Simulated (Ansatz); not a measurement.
SiC under a change: uniaxial stress, 2 GPa tension along x

The reference is SiC in the zinc blende structure (space group F-43m, No. 216; a = 4.356 Å). Axes: x, y, z lie along the cube axes.

The change: uniaxial stress, 2 GPa tension along x; all other stress components relax to zero.

Calculations: r2SCAN (Ansatz, a program for electronic structure; PAW; 500 eV plane waves; spin-orbit coupling left out). k-mesh 13×13×13 (Γ-centred); smearing 0.05 eV (Fermi–Dirac).

```json
[
 {"quantity": "volume per atom", "base": "10.33 Å³", "changed": "10.36 Å³", "shift": "+0.03 Å³"},
 {"quantity": "space group", "base": "F-43m (No. 216)", "changed": "I-4m2 (No. 119)", "shift": "–"},
 {"quantity": "shortest interatomic distance", "base": "1.886 Å", "changed": "1.888 Å", "shift": "+0.002 Å"},
 {"quantity": "energy relative to the base (free energy F)", "base": "0 meV/atom", "changed": "+0.4 meV/atom", "shift": "+0.4 meV/atom"},
 {"quantity": "band gap", "base": "1.71 eV", "changed": "1.68 eV", "shift": "-0.037 eV"},
 {"quantity": "gap character", "base": "–", "changed": "indirect, Γ → X", "shift": "–"},
 {"quantity": "smallest direct gap", "base": "5.05 eV", "changed": "5.04 eV", "shift": "-0.01 eV"},
 {"quantity": "electron mass", "base": "0.64 mₑ along k, 0.23 mₑ across (at X)", "changed": "0.64 mₑ along k, 0.23 mₑ across (at X)", "shift": "–"},
 {"quantity": "valence-band top at Γ (three highest levels, from the VBM)", "base": "0.00, 0.00, 0.00 eV", "changed": "0.00, 0.00, -0.05 eV", "shift": "–"},
 {"quantity": "valley order (the lowest conduction-band minima on the path, energy above the VBM, named in the base's zone)", "base": "X along ⟨100⟩ 1.71 eV", "changed": "X along [001] 1.68 eV; X along [100] 1.74 eV", "shift": "–"},
 {"quantity": "strain response (xx, yy, zz)", "base": "–", "changed": "(+0.57, −0.14, −0.14) %", "shift": "–"},
 {"quantity": "secant Young's modulus along x", "base": "–", "changed": "350 GPa", "shift": "–"},
 {"quantity": "mean lateral Poisson ratio", "base": "–", "changed": "0.24", "shift": "–"}
]
```

Final structure:

```yaml
crystal:
  lattice:
    - [0.00000, 2.17517, 2.17517]
    - [2.19060, 0.00000, 2.17517]
    - [2.19060, 2.17517, 0.00000]
  atoms:
    - { symbol: C, position: [0.75000, 0.75000, 0.75000] }
    - { symbol: Si, position: [0.00000, 0.00000, 0.00000] }
```

Effective masses come from finite differences of ±0.01 Å⁻¹. Along k means along the line from Γ to the band edge. Stability under load was not tested beyond the relaxation. Labels are those of the standard path for the cell's own space group.
